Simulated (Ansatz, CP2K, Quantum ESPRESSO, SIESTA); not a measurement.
# One structure in several programs: SrZn2Ge2 (P1, 5 atoms in the cell)

Self-consistent single point, at a second geometry (atoms moved at random). First geometry:

```
CELL_PARAMETERS angstrom
     -2.15190     2.15190     5.15935
      2.15190    -2.15190     5.15935
      2.15190     2.15190    -5.15935
ATOMIC_POSITIONS crystal
  Sr 0.00000 0.00000 0.00000
  Zn 0.25000 0.75000 0.50000
  Zn 0.75000 0.25000 0.50000
  Ge 0.62041 0.62041 0.00000
  Ge 0.37959 0.37959 0.00000
```

Second geometry:
```xyz
5
Lattice="-2.1519 2.1519 5.1593 2.1519 -2.1519 5.1593 2.1519 2.1519 -5.1593" Properties=species:S:1:pos:R:3 pbc="T T T"
Sr     0.0407    -0.0475     0.0595
Zn     2.1212     0.0050     2.5869
Zn    -0.0052     2.1954     2.5349
Ge     0.0104    -0.0193     6.3665
Ge    -0.0151     0.0182     3.9303
```

Shared settings, as Ansatz (an electronic-structure program) writes them: kpoints.mp_grid.grid = 6 6 6; scf.occupations.method = fermi_dirac; scf.occupations.width = 0.1 eV. Potentials and cutoffs stand in the table.

```tsv
code	model	ΔF from the first geometry (meV/atom)	pressure (GPa)	largest force (eV/Å)	cutoff
CP2K	PBEsol, GPW, TZVP-MOLOPT-SR-GTH basis, GTH-PBE potentials (GTH_POTENTIALS)	8.3	4.71	0.544	grid 600 Ry
Quantum ESPRESSO	PBEsol, PSlibrary PAW (PBE) pseudopotentials	7.5	2.11	0.486	50 Ry
Ansatz	PBEsol, PAW files made with PBE	7.3	2.47	0.459	default
SIESTA	GGA PBEsol, numerical atomic orbitals DZP, PseudoDojo PBEsol standard norm-conserving potentials (rewritten from UPF to PSML)	16.4	3.97	1.162	grid 350 Ry
```

Size of the force on each atom (eV/Å): Sizes of forces hide their directions.

```csv
code,Sr1,Zn2,Zn3,Ge4,Ge5
CP2K,0.411,0.151,0.319,0.478,0.544
Quantum ESPRESSO,0.393,0.149,0.320,0.415,0.486
Ansatz,0.390,0.146,0.316,0.389,0.459
SIESTA,0.616,0.163,0.379,1.130,1.162
```

The spread over the programs that give each value: ΔF from the first geometry within 9.1 meV/atom; pressure within 2.60 GPa; largest force within 0.703 eV/Å.

CP2K and SIESTA use small atom-centred bases, whose incompleteness enters pressures, forces and empty levels differently from a plane-wave cutoff. Ansatz's pressure is given at a fixed set of plane waves, as the other plane-wave codes print theirs; with its correction for the finite basis it is 2.52 GPa. In the pressure, CP2K (by 2.42) and SIESTA (by 1.69) lie more than 1 GPa from the median of the plane-wave programs. In the force vectors, SIESTA (by 0.729) lies more than 0.08 eV/Å from the median of the plane-wave programs.

The starting cell comes from a database of computed structures (which also holds hypothetical and non-ambient phases and stackings), without a prior relaxation at this level. Its lattice was rescaled by a random factor within 2.5 % of one. For this run, on top of that: atoms moved at random.

Keys are those of Ansatz 0.2.
